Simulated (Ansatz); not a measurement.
A 16-atom cell of (Ge,Sn) started in the diamond structure, site fractions Ge 0.688, Sn 0.312, short-range order -0.02 among the nearest mixed sites of the first mixed sublattice (0 is random, a negative value favours unlike neighbours), space group P1 at the end. The mixed sublattice has 16 sites.

The mixing enthalpy is taken against the end members in the diamond type, relaxed in the same cell and mesh.

Values marked by level come from PBE (plane waves to 420 eV, PAW; Ansatz, a quantum-chemistry and plane-wave program); PBE with spin-orbit coupling (plane waves to 420 eV, PAW; Ansatz). Geometries and values that name no level are of the first. Values not marked SOC have no spin–orbit coupling. Its k-point mesh 4×4×4, Fermi–Dirac width 0.01 eV.

```csv
cell,energy at zero smearing (eV)
Ge,-68719.656
Sn,-96387.327
Sn5Ge11,-77364.838
```

Question: Work out the mixing enthalpy per mixed site and the interaction parameter Ω of a regular solution.

Answer: With x = 5/16 of the second end member, ΔH = [-77364.838 − 11/16 × (-68719.656) − 5/16 × (-96387.327)] / 16 = 60.3 meV against the separate end members. Ω = ΔH / x(1 − x) = 281 meV, which puts the top of the miscibility gap of this model at Ω / 2k = 1630 K.
